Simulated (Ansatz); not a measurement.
These are PBE (plane waves to 420 eV, PAW; Ansatz, an electronic-structure program) values and carry that method's errors.

Electrostatic potential energy of an electron, averaged over planes parallel to the surface, in eV from the Fermi level, for Ru on the 1x1 (0001) surface of hcp Co, ferromagnetic, one in a 2x2 cell, started at the site 'bridge Co-Co (span 2.5 Å)':

(z (Å), V (eV)): (5.38, 4.95); (5.67, 4.95); (5.95, 4.95); (6.23, 4.95); (6.52, 4.94); (6.80, 4.93); (7.08, 4.90); (7.37, 4.84); (7.65, 4.72); (7.93, 4.48); (8.22, 3.99); (8.50, 2.97); (8.78, 0.87); (9.07, -4.87); (9.35, -13.73); (9.63, -19.74); (9.92, -19.45); (10.20, -13.06); (10.48, -4.75); (10.77, -1.56); (11.05, -6.25); (11.33, -14.76); (11.62, -20.17); (11.90, -19.14); (12.18, -12.20); (12.47, -3.83); (12.75, -0.65); (13.03, -4.23); (13.32, -12.70); (13.60, -19.36); (13.88, -19.96); (14.17, -14.20); (14.45, -5.64); (14.73, -1.16); (15.02, -3.98); (15.30, -12.13); (15.58, -19.03); (15.87, -20.12); (16.15, -14.83); (16.43, -6.33); (16.72, -1.14); (17.00, -1.76); (17.28, -4.18); (17.57, -5.33); (17.85, -3.94); (18.13, -0.89); (18.42, 1.73); (18.70, 2.79); (18.98, 3.24); (19.27, 3.46); (19.55, 3.57); (19.83, 3.62); (20.12, 3.65); (20.40, 3.66); (20.68, 3.67); (20.97, 3.68); (21.25, 3.68); (21.53, 3.68); (21.82, 3.68)

Slab: 17 atoms, 6.0 Å thick at the start under the adsorbate (thin: gaps and levels are the slab's own); k 7x7x1, smearing 0.1 eV, dipole-corrected; 8 atoms held, the rest relaxed; symmetry of the start imposed; spin-polarised, no spin-orbit, no U, no dispersion correction. At the end it is bonded to 3 Co. In PBE it is, or lies within 0.03 eV of, the lowest of the starts that converged.

Q: The surface cell has an area of 21.53 Å². What dipole along the normal does the step between the two vacuum levels imply?

A: the top vacuum level lies 1.28 eV below the bottom one; p = −ε₀ A ΔV (ε₀ = 0.005526 e/(V·Å)) gives 0.15 e·Å a cell.
